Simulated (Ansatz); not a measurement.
Input and output of a self-consistent single point for the (100) slab of Pd (cut from a parent of space group no. 225; 6 atoms in the cell) (Ansatz, an electronic-structure program).

Method: PBEsol, default PAW files made with PBE (plane waves; Ansatz).

The change in words: vacuum of 3 angstrom (first run: 16 Å). Reference geometry:
```xyz
6
Lattice="2.7506 0.0000 0.0000 -2.7506 2.7506 0.0000 0.0000 0.0000 25.7933" Properties=species:S:1:pos:R:3 pbc="T T T"
Pd     0.0000     0.0000     9.9587
Pd     1.3753     1.3753     8.0000
Pd     0.0000     0.0000    13.8760
Pd     1.3753     1.3753    11.9173
Pd     0.0000     0.0000    17.7933
Pd     1.3753     1.3753    15.8346
```

Reference input (self-consistent single point, DFT, PBEsol, plane waves, default PAW files made with PBE): kpoints.mp_grid.grid = 9 9 1; hamiltonian.xc = pbesol; hamiltonian.pseudopotentials = {kind: paw} (the program's default PAW files); scf.occupations.method = methfessel_paxton; scf.occupations.width = 0.0073 Ry. This run's input differs from it in these lines:

Ansatz 0.2 input:
```diff
@@ -5,10 +5,10 @@
     - [-2.750559, 2.750559, 0.000000]
-    - [0.000000, 0.000000, 25.793300]
+    - [0.000000, 0.000000, 12.793303]
   atoms:
-    - { symbol: Pd, position: [0.000000, 0.000000, 0.386096] }
-    - { symbol: Pd, position: [1.000000, 0.500000, 0.310158] }
-    - { symbol: Pd, position: [0.000000, 0.000000, 0.537969] }
-    - { symbol: Pd, position: [1.000000, 0.500000, 0.462031] }
-    - { symbol: Pd, position: [0.000000, 0.000000, 0.689842] }
-    - { symbol: Pd, position: [1.000000, 0.500000, 0.613904] }
+    - { symbol: Pd, position: [0.000000, 0.000000, 0.270352] }
+    - { symbol: Pd, position: [0.000000, 0.500000, 0.117249] }
+    - { symbol: Pd, position: [0.000000, 0.000000, 0.576551] }
+    - { symbol: Pd, position: [0.000000, 0.500000, 0.423449] }
+    - { symbol: Pd, position: [0.000000, 0.000000, 0.882751] }
+    - { symbol: Pd, position: [0.000000, 0.500000, 0.729648] }
 kpoints:
```

The program printed (abridged):

```
SCF iter   1: F=—  HF=-41438.868155 eV  |F-HF|=—  |Δ(HF+E_count)|=         —  Δρ=1.71e-2  dr2=1.12e0  ethr=1.77e-3  ⟨swp⟩=5.3  Hψ=3413  notcnv=0  defer=14
all-band conjugate gradients solve this SCF's bands
preconditioner: auto → Kerker (q_TF=auto, 2.779 Å⁻¹)
SCF iter   2: F=—  HF=-41438.832538 eV  |F-HF|=—  |Δ(HF+E_count)|=   3.56e-2  S|Δr|=    0.00e0  Δρ=7.14e-3  dr2=3.20e-1  ethr=1.03e-3  ⟨swp⟩=1.0  Hψ=1125  notcnv=0  defer=19
   [... lines left out ...]
SCF iter   7: F=—  HF=-41438.821528 eV  |F-HF|=—  |Δ(HF+E_count)|=   2.04e-6  S|Δr|=    0.00e0  Δρ=1.89e-5  dr2=1.41e-6  ethr=1.69e-8  ⟨swp⟩=1.2  Hψ=950  notcnv=0  defer=19
SCF iter   8: F=—  HF=-41438.821528 eV  |F-HF|=—  |Δ(HF+E_count)|=   1.04e-7  S|Δr|=    0.00e0  Δρ=7.58e-6  dr2=2.23e-7  ethr=1.30e-9  ⟨swp⟩=1.8  Hψ=1138  notcnv=0  defer=19
SCF iter   9: F=-41438.821528 eV  HF=-41438.821528 eV  |F-HF|=7.57e-9  |Δ(HF+E_count)|=   1.03e-8  S|Δr|=    0.00e0  Δρ=1.93e-6  dr2=9.45e-9  ethr=9.26e-11  ⟨swp⟩=9.6  Hψ=3394  notcnv=0
SCF 1 converged in 9 iterations: F = -41438.821528 eV  dr2 = 9.45e-9
Stability not checked (fill_not_monotonic)
Free energy (F): -41438.821528 eV
Internal energy: -41438.821874 eV  (E = F + TS)
E sigma→0 (E₀):  -41438.821614 eV
Entropy (-TS):   0.000346 eV (0.058 meV/atom)
Fermi energy:    17.441874 eV
--- Forces (eV/Å), atoms counted from 1 ---
  atom   1  Pd     0.00000000     0.00000000    -0.09894269
  atom   2  Pd     0.00000000     0.00000000    -0.66610852
  atom   3  Pd     0.00000000     0.00000000    -0.00049198
  atom   4  Pd     0.00000000     0.00000000     0.00049198
  atom   5  Pd     0.00000000     0.00000000     0.66610852
  atom   6  Pd     0.00000000     0.00000000     0.09894269
--- Stress (GPa, compression-positive) ---
       -7.325114       0.000000       0.000000
        0.000000      -7.325114       0.000000
        0.000000       0.000000      -9.251414
  P = ⅓ Tr σ = -7.9672 GPa (-79.672 kbar)
  The stress holds the Pulay correction. Without it, at fixed plane waves, as pw.x and ABINIT print it: P = -8.0054 GPa
```

The run converged in 9 iterations. Against the reference run the free energy drops by 133 meV/atom and the largest force goes from 0.349 to 0.666 eV/Å.

The starting cell comes from a database of computed structures (which also holds hypothetical and non-ambient phases and stackings), without a prior relaxation at this level. The slab is cut from that crystal, and its faces are unrelaxed. Its lattice was rescaled in the plane by a random factor within 2.5 % of one. Spin polarisation is off.
